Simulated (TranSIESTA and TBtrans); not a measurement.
Run with TranSIESTA and TBtrans (open boundaries, self-consistent; PseudoDojo norm-conserving potentials, scalar-relativistic): PAO.BasisSize DZP, PAO.EnergyShift 0.15 eV, XC.Authors PBE, Mesh.Cutoff 200 Ry, ElectronicTemperature 300 K, TS.Voltage 0.0 eV, TBT.Elecs.Eta 0.001 eV, no spin polarisation.

Junction: In chain with one H atom inserted. Leads: straight In chain, spacing 2.9 Å. Geometry: 3 atoms about the centre moved by SIESTA (PBE, DZP) to a largest force of 0.01 eV/Å, all others as built, motion along the axis alone.

### Question
Predict: conductance at 300 K (G0 = 2e²/h); mean T from −0.5 to 0.5 eV.

### Answer
conductance at 300 K (G0 = 2e²/h): 2.63; mean T from −0.5 to 0.5 eV: 1.83. The straight chain is held at its spacing; free chains may zigzag or dimerise. No spin-polarised start was tried, so a magnetic state, if there is one, is missed.
